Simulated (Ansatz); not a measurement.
The reference is Nb in the bcc (W type) structure (space group Im-3m, No. 229; a = 3.271 Å).

The values are results of DFT with PBEsol, PAW potentials and a 420 eV plane-wave cutoff in Ansatz (an electronic-structure program), spin-orbit coupling left out, not measurements.

One change was made to it. Results:

The density grows by 0.654 g/cm³ to 9.47 g/cm³; the shortest interatomic distance drops by 0.067 Å, from 2.833 Å to 2.766 Å.

Question: Which change produced these results?
(A) pressure −1 GPa
(B) pressure 15 GPa
(C) pressure 30 GPa
(D) pressure 0.9 GPa

Answer: B, pressure 15 GPa. For comparison, the density in the other runs: pressure −1 GPa gives 8.76 g/cm³; pressure 30 GPa gives 10.02 g/cm³; pressure 0.9 GPa gives 8.86 g/cm³.

Load acts through the strain it causes; cell and atoms are relaxed under it. Stability against distortions was not tested. No other phases were tried under pressure. All final runs are without spin polarisation.
